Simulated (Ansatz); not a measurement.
Si vacancy + N on the C site (V_Si+N_C) in 6H silicon carbide

All values below come from PBE, PAW (plane waves to 420 eV; Ansatz, a quantum-chemistry and plane-wave program). A supercell of 144 sites (3×2×1 repeats of a cell of 24 atoms) was used; the energies come from a 2×2×1 shifted sampling of its zone. Sites at the start: the Si(h) site; C(h) 1.90 Å away, along c. Charged cells carry a point-charge image correction with potential alignment at far atoms. Dielectric constants: PBE linear response of the host. Host gap at this level: 2.01 eV. These values are not converged in cell size to better than tenths of an eV. PBE underestimates the host's gap, which shifts levels and can delocalise carriers. Spin–orbit coupling is left out. Each state is the lowest found from its start.

Formation energies E_f are given with the Fermi level at the valence-band maximum. Chemical conditions: C-rich (Δμ(C) = 0.00 eV, Δμ(Si) = -0.41 eV, Δμ(N) = -1.55 eV, bounded by beta Si3N4; only phases computed here count, gases as isolated molecules at 0 K); Si-rich (Δμ(C) = -0.41 eV, Δμ(Si) = 0.00 eV, Δμ(N) = -1.86 eV, bounded by beta Si3N4; only phases computed here count, gases as isolated molecules at 0 K). Reference phases: C: graphite, N: N2 molecule in a box, Si: silicon.

The name describes the start; the neighbours show where the atoms ended.

Charges with a result: +1, 0, −1, −2. Others weren't obtained, and one of them could lie lower, also by skipping a charge.

| charge | moment (μB) | largest move off a lattice site (Å) | neighbours of the last N atom of the defect at the end (Å) | image correction with alignment (eV) | E_f, C-rich (eV) | E_f, Si-rich (eV) | above the lowest spin state (eV) |
|---|---|---|---|---|---|---|---|
| +1† | 0 in all, 0.21 on one atom | 0.24 | Si 1.79, Si 1.79, Si 1.79, C 2.94, C 2.94, C 2.94 | -0.04 | – | – | 0.00 |
| +1† | not spin-polarised | 0.23 | Si 1.79, Si 1.79, Si 1.79, C 2.94, C 2.94, C 2.94 | -0.04 | – | – | 0.01 |
| 0 | 1.0 | 0.21 | Si 1.79, Si 1.79, Si 1.79, C 2.93, C 2.93, C 2.93 | 0.00 | 5.75 | 6.06 | 0.00 |
| 0 | 1.0 | 0.21 | Si 1.79, Si 1.79, Si 1.79, C 2.93, C 2.93, C 2.93 | 0.00 | 5.75 | 6.06 | 0.00 |
| −1 | 2.0 | 0.24 | Si 1.78, Si 1.78, Si 1.78, C 2.92, C 2.92, C 2.92 | 0.30 | 6.60 | 6.91 | 0.00 |
| −1 | not spin-polarised | 0.24 | Si 1.78, Si 1.78, Si 1.78, C 2.91, C 2.91, C 2.92 | 0.30 | 6.81 | 7.11 | 0.20 |
| −2 | 1.0 | 0.25 | Si 1.78, Si 1.78, Si 1.78, C 2.90, C 2.90, C 2.91 | 0.89 | 8.34 | 8.65 | 0.00 |
| −2 | 1.0 | 0.25 | Si 1.78, Si 1.78, Si 1.78, C 2.90, C 2.90, C 2.91 | 0.89 | 8.34 | 8.65 | 0.00 |

† Not settled in this cell, so no level is given: charge +1: level within 0.1 eV of a band edge or past it.

Starting moments that weren't kept: charge +1 began with 2 μB and ended with 0.0; charge 0 began with 3 μB and ended with 1.0; charge −2 began with 3 μB and ended with 1.0.

Transition levels above the valence-band maximum: ε(0/−1) = 0.85 eV; ε(−1/−2) = 1.74 eV. On the lower envelope of the bound states, inside the gap: (0/−1) at 0.85 eV; (−1/−2) at 1.74 eV.

Flagged in the runs: a host whose relaxation on this sampling wasn't shown to rest.

All states together cost about 2.5 core-hours (a rough figure).
